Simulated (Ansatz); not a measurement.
Data:

```
CELL_PARAMETERS angstrom
      7.54750     0.00000     0.00000
     -3.77375     6.53633     0.00000
      0.00000     0.00000     2.88437
ATOMIC_POSITIONS crystal
  Si 0.23439 0.82792 0.75000
  Si 0.76561 0.17208 0.25000
  Si 0.40647 0.23439 0.25000
  Si 0.59353 0.76561 0.75000
  Si 0.17208 0.40647 0.75000
  Si 0.82792 0.59353 0.25000
  N  0.33333 0.66667 0.75000
  N  0.66667 0.33333 0.25000
  N  0.97218 0.67045 0.75000
  N  0.02782 0.32955 0.25000
  N  0.30174 0.97218 0.25000
  N  0.69826 0.02782 0.75000
  N  0.32955 0.30174 0.75000
  N  0.67045 0.69826 0.25000
```

No spin polarisation.

Calculations: PBEsol (Ansatz, a first-principles code, PAW, scalar-relativistic without spin-orbit coupling). Settings: 4×4×9 k-points, 0.05 eV Fermi–Dirac smearing.

Q: Estimate the band gap.

A: 4.28 eV.

Q: Estimate the smallest direct gap.

A: 4.49 eV.

Q: Estimate the electron mass.

A: 0.22 mₑ along c, 1.4 mₑ across (at Γ).

Load acts through the strain it causes; cell and atoms are relaxed under it. Masses are band curvatures over ±0.01 Å⁻¹ around the edge. Whether these cells are dynamically stable was not tested. Competing high-pressure phases were not computed. The cell was made from Si$_{3}$N$_{4}$ (space group P6_3/m, No. 176) by this change: pressure 7.5 GPa.
